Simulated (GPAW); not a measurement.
Input and output of a self-consistent single point for a (001) slab of NaCl (cut from a parent of space group no. 225; 8 atoms in the cell) (GPAW).

Method: PBEsol, GPAW PAW datasets PBEsol (made by gpaw-setup) (plane waves; GPAW).

```
NaCl
1.0
    3.86645     0.00000     0.00000
   -3.86645     3.86645     0.00000
    0.00000     0.00000    20.38220
Cl Na
4 4
Direct
  0.00000   0.50000   0.43146
  0.00000   0.00000   0.29437
  0.00000   0.50000   0.70562
  0.00000   0.00000   0.56854
  0.00000   0.00000   0.43146
  0.00000   0.50000   0.29437
  0.00000   0.00000   0.70562
  0.00000   0.50000   0.56854
```

Reference input (self-consistent single point, DFT PBE, plane waves, GPAW PAW datasets PBE (gpaw-data 1.0.1)): mode = pw; ecut = 800 eV; xc = PBE; kpts = 6 6 1; mesh shift (steps) = 0 0 0; occupations.name = fermi-dirac; occupations.width = 0.1 eV; nbands = -16; symmetry.symmorphic = false; symmetry.tolerance = 0.0005; maxiter = 100. This run's input differs from it in these lines:

```diff
@@ -19,6 +19,7 @@
 calc = GPAW(mode=PW(800),
-            xc='PBE',
+            xc='PBEsol',
             kpts={'size': (6, 6, 1), 'gamma': True},
             occupations=FermiDirac(0.1),
-            nbands=-16,
+            nbands=-8,
+            convergence={'bands': -6},
             symmetry={'symmorphic': False, 'tolerance': 0.0005},
```

Its files differ too (potentials: GPAW PAW datasets PBEsol (made by gpaw-setup)).

The program printed (abridged):

```
     iter     time        total  log10-change:
                         energy   eigst   dens
iter:   1 --:--:--   -27.983105   -0.17
iter:   2 --:--:--   -27.920079   -1.00  -1.33
iter:   3 --:--:--   -27.633865   -1.42  -1.37
iter:   4 --:--:--   -27.614792   -1.81  -1.57
iter:   5 --:--:--   -27.664815   -2.02  -1.71
iter:   6 --:--:--   -27.637992   -2.62  -2.16
iter:   7 --:--:--   -27.641407c  -3.53  -2.69
iter:   8 --:--:--   -27.636792c  -3.35  -2.55
iter:   9 --:--:--   -27.636917c  -3.89  -2.93
iter:  10 --:--:--   -27.636933c  -4.72  -3.22
iter:  11 --:--:--   -27.637119c  -4.59  -3.22
   [... 3 lines left out ...]
iter:  15 --:--:--   -27.636913c  -4.82  -3.48
iter:  16 --:--:--   -27.636915c  -5.78  -3.66
iter:  17 --:--:--   -27.636928c  -5.49  -3.68
iter:  18 --:--:--   -27.636915c  -6.14  -3.86
iter:  19 --:--:--   -27.636915c  -6.43  -4.35c
iter:  20 --:--:--   -27.636914c  -7.39  -4.37c
iter:  21 --:--:--   -27.636914c  -8.05c -4.45c
Converged after 21 iterations.

Dipole moment: (0.000000, -0.000000, 0.000922) |e|*Ang

Energy contributions relative to reference atoms: (reference = -67776.346840)

Kinetic:        +34.463870
Potential:      -34.051445
External:        +0.000000
XC:             -28.205981
Entropy (-ST):   -0.000000
Local:           +0.156642
SIC:             +0.000000
--------------------------
Free energy:    -27.636914
Extrapolated:   -27.636914

Showing only first 2 kpts
 Kpt  Band  Eigenvalues  Occupancy
  0    26     -2.94829    2.00000
  0    27     -2.94829    2.00000
  0    28      2.09628    0.00000
  0    29      2.41576    0.00000

  1    26     -3.12461    2.00000
  1    27     -3.03706    2.00000
  1    28      2.95163    0.00000
  1    29      3.11470    0.00000

Fermi level: -0.60458

Gap: 5.045 eV
Transition (v -> c):
   [... lines left out ...]
  2 Cl   -0.00000   -0.00000    0.17844
  3 Cl    0.00000    0.00000    0.01467
  4 Na   -0.00000   -0.00000   -0.01029
  5 Na   -0.00000    0.00000    0.11678
  6 Na    0.00000    0.00000   -0.11678
  7 Na    0.00000   -0.00000    0.01029

Stress tensor:
    -0.003998    -0.000000    -0.000000
    -0.000000    -0.003998     0.000000
    -0.000000     0.000000    -0.001667
Stress (GPa, Voigt): [-0.6406 -0.6406 -0.267   0.     -0.     -0.    ]
```

The run converged in 21 iterations. GPAW prints stress with tension positive. Against the reference run the largest force goes from 0.268 to 0.178 eV/Å.

The starting cell comes from a database of computed structures (which also holds hypothetical and non-ambient phases and stackings), without a prior relaxation at this level. The slab is cut from that crystal, and its faces are unrelaxed. Its lattice was rescaled in the plane by a random factor within 2.5 % of one. Spin polarisation is off, though cut faces can carry moments; a gap of a slab can lie between surface states.

Cost on one core of a shared machine: roughly 4 min.
